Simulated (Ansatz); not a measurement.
## Worked example: self-consistent single point of Ba₄As₂O (I4/mmm, 7 atoms in the cell) in Ansatz

Method of the run: LDA (PW92), default PAW files made with PBE (plane waves; Ansatz, a first-principles code).

This input was run:

Ansatz 0.2 input:
```yaml
crystal:
  lattice:
    - [-2.59326700, 2.59326700, 8.67609300]
    - [2.59326700, -2.59326700, 8.67609300]
    - [2.59326700, 2.59326700, -8.67609300]
  atoms:
    - { symbol: Ba, position: [0.67539000, 0.67539000, 0.00000000] }
    - { symbol: Ba, position: [0.32461000, 0.32461000, 0.00000000] }
    - { symbol: Ba, position: [0.50000000, 0.00000000, 0.50000000] }
    - { symbol: Ba, position: [0.00000000, 0.50000000, 0.50000000] }
    - { symbol: As, position: [0.86438000, 0.86438000, 0.00000000] }
    - { symbol: As, position: [0.13562000, 0.13562000, 0.00000000] }
    - { symbol: O, position: [0.50000000, 0.50000000, 0.00000000] }
basis:
  ecutwfc: 420.0
kpoints:
  mp_grid: { grid: [5, 5, 5] }
hamiltonian:
  xc: lda
  pseudopotentials: { kind: paw }
scf:
  occupations: { method: fixed }
output:
  forces: true
  eigenvalues: true
  stress: true
```

Output (repeated stretches shortened):

```
WARN ansatz: RAYON_NUM_THREADS=1 ignored (pool sized by the plan → 1); use --threads N
basis.fft_grid_basis auto: the FFT boxes are laid along the combinations [[1, 0, 1], [0, 1, 1], [0, 0, 1]] of the cell's own vectors, 5.187, 5.187 and 9.419 Å …
Pseudopotentials: kind: paw
Pseudopotential: Ba, paw, valence charge 10
Pseudopotential: As, paw, valence charge 15
Pseudopotential: O, paw, valence charge 6
Crystal: 7 atoms, lattice volume = 233.388 Å³
Basis set: ecut = 420 eV, 4541 PW (Γ), FFT grids on a1+a3, a2+a3, a3
Bands: 46, of which v1, the nominal top of the filled ones, is band 38 counted from 1 (37 counted from 0)
Symmetry: 16 space group operations
Space group: I4/mmm (ITA 139), of the structure as read, at distance tolerance 6.2e-5 Å
k-points: 18 of 125
PAW frozen core: Ba, regenerated for the run's functional, and the local potential with it
PAW frozen core: As, regenerated for the run's functional, and the local potential with it
PAW frozen core: O, regenerated for the run's functional, and the local potential with it
Initial density: superposition of atomic densities (neutral atoms: chi_scale 0, normalization atom), corrected by the library's trained network
Initial wavefunctions: pseudopotential atomic-orbital guess
Eigensolver: davidson
Functional: x = slater, c = lda
SCF iter   1: F=—  HF=-33229.325976 eV  |F-HF|=—  |Δ(HF+E_count)|=         —  Δρ=6.88e-3  dr2=1.09e-1  ethr=1.77e-3  ⟨swp⟩=6.0  Hψ=3308  notcnv=0  defer=83
all-band conjugate gradients solve this SCF's bands
preconditioner: auto → Resta (q_TF=auto, 2.263 Å⁻¹)
SCF iter   2: F=—  HF=-33229.309192 eV  |F-HF|=—  |Δ(HF+E_count)|=   1.68e-2  Δρ=4.18e-3  dr2=2.80e-2  ethr=1.43e-4  ⟨swp⟩=2.6  Hψ=1456  notcnv=0  defer=109
SCF iter   3: F=—  HF=-33229.303756 eV  |F-HF|=—  |Δ(HF+E_count)|=   5.44e-3  Δρ=1.47e-3  dr2=3.33e-3  ethr=3.69e-5  ⟨swp⟩=2.6  Hψ=1271  notcnv=0  defer=105
SCF iter   4: F=—  HF=-33229.303274 eV  |F-HF|=—  |Δ(HF+E_count)|=   4.82e-4  Δρ=3.05e-4  dr2=2.12e-4  ethr=4.38e-6  ⟨swp⟩=2.0  Hψ=998  notcnv=0  defer=108
SCF iter   5: F=—  HF=-33229.303256 eV  |F-HF|=—  |Δ(HF+E_count)|=   1.74e-5  Δρ=5.46e-5  dr2=1.09e-5  ethr=2.79e-7  ⟨swp⟩=2.0  Hψ=1450  notcnv=0  defer=80
SCF iter   6: F=—  HF=-33229.303349 eV  |F-HF|=—  |Δ(HF+E_count)|=   9.31e-5  Δρ=1.45e-5  dr2=7.35e-7  ethr=1.43e-8  ⟨swp⟩=2.4  Hψ=1623  notcnv=0  defer=61
SCF iter   7: F=—  HF=-33229.303349 eV  |F-HF|=—  |Δ(HF+E_count)|=   1.24e-7  Δρ=6.14e-6  dr2=1.86e-7  ethr=1.32e-10  ⟨swp⟩=17.1  Hψ=5783  notcnv=0
SCF iter   8: F=-33229.303349 eV  HF=-33229.303349 eV  |F-HF|=1.19e-9  |Δ(HF+E_count)|=   8.07e-8  Δρ=1.55e-6  dr2=8.08e-9  ethr=1.32e-10  ⟨swp⟩=5.0  Hψ=3388  notcnv=0
SCF 1 converged in 8 iterations: F = -33229.303349 eV  dr2 = 8.08e-9
SCF converged after 8 iterations
Free energy (F): -33229.303349 eV
Harris-Foulkes:  -33229.303349 eV  (|F-HF|=1.19e-9)
Internal energy: -33229.303349 eV  (E = F + TS)
E sigma→0 (E₀):  -33229.303349 eV
Fermi energy:    7.627507 eV
--- Per-component energies (eV) ---
  E_band       = -717.943501
  E_kinetic    = 1055.440637
  E_local      = -6007.359593  (includes V_loc(G=0)·N_el)
  E_nonlocal   = -1040.505916
  E_hartree    = 2905.015524
  E_xc         = -899.123088
  E_vxc        = -797.338941  (∫ρ·V_xc dr)
  E_paw        = -23885.455356  (= ΣΔE_a)
  E_vpaw       = 261.786397  (= ΣTr[D̂ρ^β])
  E_aug_tail   = 0.002449  (compensation charges beyond the density's cutoff)
  E_ewald      = -5362.695451
  E_core_change = 5.377444  (= ΣΔE_core)
  E_smearing   = -0.000000  (= −TS)
  E_closure    = 0.000000  (closes the sum)
  Σ components = -33229.303349   (vs F -33229.303349, Δ=0.00e0)
--- Forces (eV/Å), atoms counted from 1 ---
  atom   1  Ba    -0.00000000     0.00000000    -0.05148120
  atom   2  Ba    -0.00000000     0.00000000     0.05148120
  atom   3  Ba     0.00000000     0.00000000     0.00000000
  atom   4  Ba     0.00000000     0.00000000     0.00000000
  atom   5  As    -0.00000000     0.00000000     0.04576160
  atom   6  As     0.00000000     0.00000000    -0.04576160
  atom   7  O      0.00000000     0.00000000    -0.00000000
  max |Σ_I F_I| component: 2.78e-17 eV/Å
--- Stress (GPa, compression-positive) ---
       -3.311804      -0.000000       0.000000
       -0.000000      -3.311804       0.000000
        0.000000       0.000000      -3.100085
  P = ⅓ Tr σ = -3.2412 GPa (-32.412 kbar)
  The stress holds the Pulay correction. Without it, at fixed plane waves, as pw.x and ABINIT print it: P = -3.3182 GPa
--- Band table (eV; the first three rows and the last of 18) ---
  k-point 0: bands = ["-26.2533", "-26.2533", "-26.2524", "-26.2524", "-26.2310", "-26.2310", "-26.2310", "-26.2310", "-26.2246", "-26.2245", "-20.2720", "-20.2404", "-19.6727", "-19.3628", "-9.0383", "-5.6878", "-5.5949", "-5.5949", "-5.4381", [...]
  k-point 1: bands = ["-26.2533", "-26.2533", "-26.2524", "-26.2524", "-26.2310", "-26.2310", "-26.2310", "-26.2310", "-26.2246", "-26.2245", "-20.2641", "-20.2435", "-19.6171", "-19.4136", "-9.3514", "-5.6868", "-5.5177", "-5.4953", "-5.3825", [...]
  k-point 2: bands = ["-26.2533", "-26.2533", "-26.2524", "-26.2523", "-26.2311", "-26.2310", "-26.2310", "-26.2310", "-26.2246", "-26.2245", "-20.2520", "-20.2484", "-19.5234", "-19.4935", "-9.7848", "-5.6184", "-5.5861", "-5.5525", "-5.4999", [...]
  k-point 17: bands = ["-26.2533", "-26.2533", "-26.2524", "-26.2524", "-26.2310", "-26.2310", "-26.2310", "-26.2310", "-26.2246", "-26.2245", "-20.2631", "-20.2470", "-19.6424", "-19.3913", "-9.1956", "-5.6446", "-5.5736", "-5.5511", "-5.4176", [...]
```

The run converged in 8 iterations.

The starting cell comes from a database of computed structures (which also holds hypothetical and non-ambient phases and stackings), without a prior relaxation at this level. Its lattice was rescaled by up to half a per cent. With a pressure of about -3 GPa the cell is away from its equilibrium volume at this level. Ansatz's pressure includes its estimate of the finite-basis (Pulay) stress.
